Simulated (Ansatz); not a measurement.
## Response to strain in SrTe

The reference is SrTe in the rock salt structure (space group Fm-3m, No. 225; a = 6.719 Å).

Strains are applied to the cell and any free atomic positions relax.

All numbers come from PBE (Ansatz, a program for electronic structure, PAW, spin-orbit coupling left out).

Candidates:
(a) isotropic strain −1.00 %
(b) isotropic strain +1.50 %
(c) isotropic strain +2.50 %

Before the change:

| Item | Value |
|---|---|
| Band gap | 1.78 eV |

Q: Order them by band gap, lowest first.

A: (a) isotropic strain −1.00 % (1.71 eV), (b) isotropic strain +1.50 % (1.89 eV), (c) isotropic strain +2.50 % (1.95 eV)

With Te present, leaving out spin-orbit coupling can change the band edges. No phonon test of stability was made.
